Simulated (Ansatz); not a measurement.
## TiO2: energy against strain

TiO2 (anatase, I4_1/amd, 11.666 Å³/atom at rest, c along z) under an equal strain ε in the (001) plane with the normal axis free, as in a coherent film. PBE in Ansatz, a plane-wave DFT program (PAW, default set), 420 eV, 12×12×12 Γ-centred mesh, Fermi-Dirac smearing 0.05 eV; ions are relaxed within the symmetry of each cell.

Here s stands for strain and y for E less E0.

| strain (%) | E less E0 (meV/atom) |
|---|---|
| -3.00 | ? |
| -1.20 | 2.70 |
| -0.60 | 0.68 |
| 0.00 | 0.00 |
| 0.60 | 0.68 |
| 1.20 | 2.74 |

Fit y against s with a parabola, and predict the withheld value at s = -3.00.

Least squares gives y = 0.000 + 0.0133·s + 1.8889·s². Residuals (row less fit): -0.004, 0.008, 0.000, -0.008, 0.004; standard error 0.009 (degrees of freedom: 2). Twice the quadratic coefficient over the volume, 2 × 1.8889 meV × 10⁴ × 0.1602 / 11.666 Å³, is twice the biaxial elastic modulus of this plane = 519 ± 1.8 GPa. At the withheld row, y = 0.000 + 0.0133 × (-3.0) + 1.8889 × (-3.0)² = 16.960 meV/atom. The calculation gives 16.84 meV/atom, 0.120 meV/atom below the prediction (0.7 % of the range of y in the table). The row lies outside the fitted rows, so this is an extrapolation. From the scatter of the fitted rows alone, a prediction at this place has a standard error of 0.058 meV/atom, so the miss is 2.1 times that.

One order more, fitted to all 11 runs of the series, follows each within 0.01, so the miss is the next term of a smooth law. The primitive cell can neither tilt nor turn polar against its symmetry, as such crystals can under strain. TiO2 is here one of several forms; rutile is the usual stable one. Rows are the converged runs of the series near zero and its far end; series whose fitted rows scatter by over a few per cent of the range, as at a crossing or softening among them, aren't shown in this form. Most that stay on the fit to the last digits aren't either.
